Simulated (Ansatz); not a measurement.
Start from InAgTe2 in the chalcopyrite structure (space group I-42d, No. 122; a = 6.3535 Å, c = 12.6374 Å).

Method: Ansatz (a first-principles code), LDA, PAW, cutoff 420 eV, scalar-relativistic without spin-orbit coupling.

One change was made to it. Results:

```json
[
 {"quantity": "volume per atom", "base": "31.88 Å³", "after": "20.24 Å³"},
 {"quantity": "c/a ratio", "base": "1.989", "after": "0.762"}
]
```

Problem. Which of these changes matches the shifts?
A. pressure 9 GPa
B. pressure 22.5 GPa
C. pressure 0.9 GPa
D. pressure 4.5 GPa
E. pressure 2.1 GPa

Solution. B, pressure 22.5 GPa. For comparison, the volume per atom in the other runs: pressure 2.1 GPa gives 30.68 Å³; pressure 0.9 GPa gives 31.33 Å³; pressure 4.5 GPa gives 29.57 Å³; pressure 9 GPa gives 27.99 Å³.

A case with no gap was solved on a k-mesh chosen for an insulator, which is coarse for it. From pressure 22.5 GPa on, the axis ratios lie over 15 % from the base's, so the cell there is far from its starting form. Load acts through the strain it causes; cell and atoms are relaxed under it. No phonon test of stability was made. No other phases were tried under pressure. All final runs are without spin polarisation.
